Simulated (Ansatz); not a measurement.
Take Sc in the hcp (Mg type) structure (space group P6_3/mmc, No. 194) as the base.

```
CELL_PARAMETERS angstrom
      3.31943     0.00000     0.00000
     -1.65971     2.87471     0.00000
      0.00000     0.00000     5.16637
ATOMIC_POSITIONS crystal
  Sc 0.33333 0.66667 0.75000
  Sc 0.66667 0.33333 0.25000
```

Cartesian axes are those of the cell as printed.

Calculations: PBE (Ansatz, an electronic-structure program), no SOC.

Before the change:

The pressure is 0.0 GPa.

It is then changed as follows: uniaxial strain ε_zz = +4.76 %, all other strain components held at zero; the atoms relax in the strained cell.

**Question.** What happens to the pressure?

**Answer.** The pressure (mean of the normal stresses, compression positive) goes from zero to -2.2 GPa.

**Question.** Estimate the effect on the energy relative to the base.

**Answer.** The energy increases by 16 meV/atom.

Without a gap, meshes like the base's 16×16×9 leave anisotropic stresses uncertain by several tenths of a GPa, and small strain energies with them. Whether these cells are dynamically stable was not tested. All final runs are without spin polarisation.
